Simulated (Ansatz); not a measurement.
The parent structure is ZrC in the rock salt structure (space group Fm-3m, No. 225; a = 4.6691 Å; relaxed with 0.1 eV smearing). Axes: x, y, z lie along the cube axes.

Structures relaxed with PBEsol (Ansatz, an electronic-structure program), scalar-relativistic without spin-orbit coupling.

Base:

Simulated powder pattern, Cu Kα1, λ = 1.54056 Å (kinematic, ideal powder, no thermal factors, no anomalous dispersion; the 14 strongest lines at most, above 2 %, up to 2θ = 90°):

```tsv
2θ (°)	I/Imax (%)	hkl
33.21	100	(111)
38.53	79	(200)
55.63	51	(220)
66.34	42	(311)
69.71	17	(222)
82.58	8.1	(400)
```

One thing is altered: biaxial strain +1.50 %, plane normal [001], relaxed out of plane (Cartesian); in-plane vectors clamped, the third vector and the atoms free.

After the change:

Simulated powder pattern, Cu Kα1, λ = 1.54056 Å (kinematic, ideal powder, no thermal factors, no anomalous dispersion; the 14 strongest lines at most, above 2 %, up to 2θ = 90°):

```csv
2θ (°),I/Imax (%),hkl
32.94,100,(111)
37.94,54,(200)
38.78,25,(002)
54.74,18,(220)
55.38,34,(202)
65.39,29,(311)
66.53,14,(113)
69.09,17,(222)
81.11,5.5,(400)
83.22,2.6,(004)
```

The indices refer to the base's conventional cell; one index is shown for lines that coincide. The space group is now I4/mmm (No. 139).

Stability against distortions was not tested. All final runs are without spin polarisation.
